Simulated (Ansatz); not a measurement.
What 5 layers does to Cs

The reference is Cs in the fcc (Cu type) structure (space group Fm-3m, No. 225; a = 7.577 Å). Axes: x, y, z lie along the cube axes.

It is then changed as follows: a free-standing slab of 5 layers (5 atoms, 1 a layer) is cut normal to [111], with 15 Å of vacuum and the in-plane cell held at bulk; forces were under the threshold from the start, so the atoms kept their bulk positions.

Level of theory: plane-wave PAW DFT at the PBEsol level (Ansatz, a quantum-chemistry and plane-wave program, 420 eV), without spin-orbit coupling. Γ-centred 10×10×1 mesh, Fermi–Dirac width 0.05 eV, for the changed cell.

The band gap stays zero and the excess energy per area of both faces (slab less bulk energy over the cell's area: twice a surface energy) amounts to 0.15 J/m² (uncertain by up to 0.03 J/m²). The thickness between the outermost nuclei amounts to 17.50 Å.

The excess energy carries the mismatch between the slab's and the bulk's meshes. No phonon test of stability was made. The final runs are not spin-polarised. This is not the structure that Cs has at room temperature and ambient pressure.
